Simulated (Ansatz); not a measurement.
Consider ZnS in the zinc blende structure (space group F-43m, No. 216; a = 5.390 Å). Axes: x, y, z lie along the cube axes.

Level of theory: r2SCAN, PAW, 500 eV (Ansatz, an electronic-structure program; scalar-relativistic without spin-orbit coupling), earlier PAW set.

Before the change:

| Quantity | Result |
|---|---|
| Electron mass | 0.19 mₑ (at Γ) |
| Valley order | Γ 2.70 eV; X along ⟨100⟩ 3.71 eV; L along ⟨111⟩ 3.82 eV |

It is then changed as follows: compressive biaxial strain of 1.25 % in the plane normal to [001], as in epitaxy on a mismatched substrate; the out-of-plane cell vector and the atoms relax.

Task: How does this affect the in-plane stress, electron mass and valley order?

Result: The mean in-plane stress (compression positive) amounts to +1.2 GPa; the electron mass stays 0.19 mₑ (at Γ); the valley order (the lowest conduction-band minima on the path, energy above the VBM, named in the base's zone) changes from Γ 2.70 eV; X along ⟨100⟩ 3.71 eV; L along ⟨111⟩ 3.82 eV to Γ 2.71 eV; X along [010] 3.60 eV; X along [001] 3.75 eV; L along [111] 3.79 eV.

The levels and masses belong to the bands next to the band gap. Effective masses come from finite differences of ±0.01 Å⁻¹. No phonon test of stability was made.
